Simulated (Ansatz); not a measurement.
## ZnCu₂SnS₄ (space group I-4, No. 82)

ZnCu2SnS4 is modelled in the tetragonal space group I-4 (No. 82), Pearson symbol tI16. Lattice parameters: a = b = 5.468 Å, c = 10.935 Å, α = β = γ = 90.00°. Cu1 on 2a has 4 S at 2.320 Å (tetrahedral). Cu2 on 2c is surrounded by 4 S at 2.317 Å (tetrahedral). Zn on 2d is coordinated by 4 S at 2.368 Å (tetrahedral). Sn on 2b has 4 S at 2.473 Å (tetrahedral). S on 8g is surrounded by 2 Cu at 2.317–2.320 Å and 1 Zn at 2.368 Å and 1 Sn at 2.473 Å (tetrahedral). (Neighbours: up to the widest gap in distance over summed covalent radii, below 1.35, at either atom; cation-cation and far metal-metal contacts left out.)
(The calculation used a cell of 8 atoms; values per cell refer to that cell.)

Computed with Ansatz (a program for electronic structure) PBE, no SOC. k-mesh 9×9×9 (Γ-centred); smearing 0.05 eV (Fermi–Dirac).

| Quantity | Value |
|---|---|
| Volume per atom | 20.44 Å³ |
| Density | 4.46 g/cm³ |
| Band gap | zero |
| Lowest conduction-band minima above the VBM | Γ 0.05 eV; X (0, 0, 1/2) 0.47 eV |
| Total energy | -3275.694 eV/atom (σ→0; compares only within this code and set-up) |

No phonon test of stability was made. All final runs are without spin polarisation. Gaps under 0.05 eV, about the width of the smearing, are given as zero. The zero or small gap of ZnCu2SnS4 can change with the level of theory.
